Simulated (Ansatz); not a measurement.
**BN, response to strain**

Take BN in the zinc blende structure (space group F-43m, No. 216) as the base.

```xyz
2
Lattice="0.0000 1.8028 1.8028 1.8028 0.0000 1.8028 1.8028 1.8028 0.0000" Properties=species:S:1:pos:R:3 pbc="T T T"
B      0.0000     0.0000     0.0000
N      0.9014     0.9014     0.9014
```

Cartesian axes are those of the cell as printed.

Strains are applied to the cell and any free atomic positions relax.

The values are results of Ansatz (a first-principles code) PBEsol, no SOC, not measurements.

Notes on the quantities. energy relative to the base: free energy F.

```
change                            gap character  shortest interatomic distance  energy relative to the base  smallest direct gap
------------------------------  ---------------  -----------------------------  ---------------------------  -------------------
base                                          –                        1.561 Å                   0 meV/atom              8.81 eV
uniaxial strain ε_zz = −3.00 %  indirect, Γ → M                        1.546 Å                 +13 meV/atom              8.62 eV
uniaxial strain ε_zz = −2.00 %  indirect, Γ → M                        1.551 Å                +5.9 meV/atom              8.68 eV
uniaxial strain ε_zz = −1.50 %  indirect, Γ → M                        1.554 Å                +3.3 meV/atom              8.71 eV
uniaxial strain ε_zz = −1.00 %  indirect, Γ → M                        1.556 Å                +1.5 meV/atom              8.74 eV
uniaxial strain ε_zz = −0.50 %  indirect, Γ → M                        1.559 Å                +0.4 meV/atom              8.77 eV
uniaxial strain ε_zz = +0.50 %  indirect, Γ → X                        1.564 Å                +0.4 meV/atom              8.76 eV
uniaxial strain ε_zz = +1.50 %  indirect, Γ → X                        1.569 Å                +3.2 meV/atom              8.65 eV
uniaxial strain ε_zz = +2.00 %  indirect, Γ → X                        1.572 Å                +5.7 meV/atom              8.60 eV
uniaxial strain ε_zz = +3.00 %  indirect, Γ → X                            [?]                 +13 meV/atom                  [?]
```

### Question
Fill in the withheld entries from the trend.

### Answer

- uniaxial strain ε_zz = +3.00 %, shortest interatomic distance: 1.577 Å
- uniaxial strain ε_zz = +3.00 %, smallest direct gap: 8.51 eV

Gaps are Kohn–Sham eigenvalue differences; semilocal functionals usually give less than the measured gap. Stability against distortions was not tested. k-point labels follow each cell's own Brillouin zone.
